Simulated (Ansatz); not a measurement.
The starting structures come from a database of crystals and need not be the phases stable at ambient conditions.

By PBEsol, the system below comes out a metal.

Without scattering a metal conducts by its projected Fermi surface.

```yaml
crystal:
  lattice:
    - [4.99264, 0.00000, 0.00000]
    - [-2.49632, 4.32375, 0.00000]
    - [2.49632, 1.44125, 2.03824]
  atoms:
    - { symbol: Ni, position: [0.50000, 0.00000, 0.00000] }
    - { symbol: Ni, position: [0.50000, 0.50000, 0.00000] }
    - { symbol: Ni, position: [0.00000, 0.50000, 0.00000] }
    - { symbol: Ge, position: [0.00000, 0.00000, 0.00000] }
```

The cell is taken as given; by PBEsol it stands under a pressure of -1.0 GPa.

The current flows along the normal of the first two printed cell vectors, the (111) plane of the conventional cell. No spin-orbit coupling; the value is a mean over 0.1 eV about the Fermi level.

Task: Compute, with PBEsol in Ansatz (a first-principles code), the ballistic conductance per area.

Result: 0.25 × 10¹⁵ S/m² for both spins.
